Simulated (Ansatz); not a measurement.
Si (Cmcm, No. 63, 12 atoms in the cell; start mp-1095269; another form than the element's usual one) was calculated with HSE06 in Ansatz (PAW).

Settings: plane-wave cutoff 460 eV, 6×6×2 k mesh (along the axes of the cell as run), Fermi–Dirac smearing 0.01 eV, scalar-relativistic PAW data made under PBE.

Cell (relaxed with PBEsol):

```
CELL_PARAMETERS angstrom
      1.91144    -5.34863     0.00000
      1.91144     5.34863     0.00000
      0.00000     0.00000    12.65372
ATOMIC_POSITIONS crystal
  Si 0.75704 0.24296 0.44509
  Si 0.24296 0.75704 0.55491
  Si 0.24296 0.75704 0.94509
  Si 0.75704 0.24296 0.05491
  Si 0.42869 0.57131 0.65722
  Si 0.57131 0.42869 0.34278
  Si 0.57131 0.42869 0.15722
  Si 0.42869 0.57131 0.84278
  Si 0.97119 0.02881 0.40937
  Si 0.02881 0.97119 0.59063
  Si 0.02881 0.97119 0.90937
  Si 0.97119 0.02881 0.09063
```

Q: Give the computed band gap, smallest direct gap on the k points sampled and Γ–Γ gap.

A: 
- band gap = 1.03 eV (indirect)
- smallest direct gap on the k points sampled = 1.09 eV
- Γ–Γ gap = 1.72 eV

Note: cell and atoms aren't relaxed at this level (largest force component 0.03 eV/Å, pressure 0.3 GPa).

The computed numbers hold no vibrational or temperature effects.

The result took about 11 core-minutes (a rough figure).

A start named mp-… is a Materials Project structure, which need not be a measured phase.

Ansatz is an electronic-structure program.
